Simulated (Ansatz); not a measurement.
System: zinc-blende BaS (model structure). Method: PBEsol (plane waves, PAW; Ansatz, a program for electronic structure).

Run with plane-wave cutoff 500 eV, 10×10×10 k mesh, Fermi–Dirac smearing 0.05 eV, scalar-relativistic PAW data made under PBE.

Cell (relaxed at this level):

```cif
data_BaS
_chemical_formula_sum 'Ba1 S1'
_space_group_name_H-M_alt 'P 1'
_space_group_IT_number 1
_cell_length_a 4.90537
_cell_length_b 4.90537
_cell_length_c 4.90537
_cell_angle_alpha 60.000
_cell_angle_beta 60.000
_cell_angle_gamma 60.000
loop_
_space_group_symop_operation_xyz
  'x, y, z'
loop_
_atom_site_label
_atom_site_type_symbol
_atom_site_fract_x
_atom_site_fract_y
_atom_site_fract_z
_atom_site_occupancy
Ba1 Ba 0.00000 0.00000 0.00000 1
S1 S 0.25000 0.25000 0.25000 1
```

Estimate the band gap that the calculation returns.


band gap: 2.67 eV (on the SCF k mesh)

Note: the relaxation could raise the start's symmetry but not lower it, so the cell can be a saddle point.

Spin–orbit coupling is not included.

Computed values are for the static lattice.

A model structure was made by putting elements into a prototype or built by hand; it is no filed structure, need not be a known phase, and can be a saddle point held by its symmetry.
